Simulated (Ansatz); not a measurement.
Input:

```xyz
10
Lattice="3.8107 0.0000 0.0000 0.0000 5.3891 0.0000 0.0000 0.0000 22.6214" Properties=species:S:1:pos:R:3 pbc="T T T"
S      2.8580     2.6915     7.3789
Zn     0.9527     1.6265     7.9232
S      4.7633     5.2926     9.4120
Zn     2.8580     3.9368     9.3324
S      6.6687     8.0194    11.3107
Zn     4.7633     6.6518    11.3107
S      8.5740    10.6817    13.2093
Zn     6.6687     9.3259    13.2890
S     10.4794    13.4697    15.2425
Zn     8.5740    12.4047    14.6982
```

No spin polarisation.

The values are results of Kohn–Sham DFT with the r2SCAN functional, run in Ansatz (a program for electronic structure) with PAW and 500 eV plane waves, no spin-orbit coupling, not measurements. k-mesh 9×6×1 (Γ-centred); smearing 0.05 eV (Fermi–Dirac). The cell is a slab with vacuum along z.

Problem. Predict the valence-band top at Γ and layer's space group.

Solution. 
- Valence-band top at Γ (three highest levels, from the VBM): 0.00, -0.19, -0.23 eV
- Layer's space group (with vacuum): Pmm2 (No. 25)

The levels and masses belong to the bands next to the band gap. Stability against distortions was not tested. The cell was made from ZnS in the zinc blende structure (space group F-43m, No. 216) by this change: a free-standing slab of 5 layers (10 atoms, 2 a layer) is cut normal to [110], with 15 Å of vacuum and the in-plane cell held at bulk.
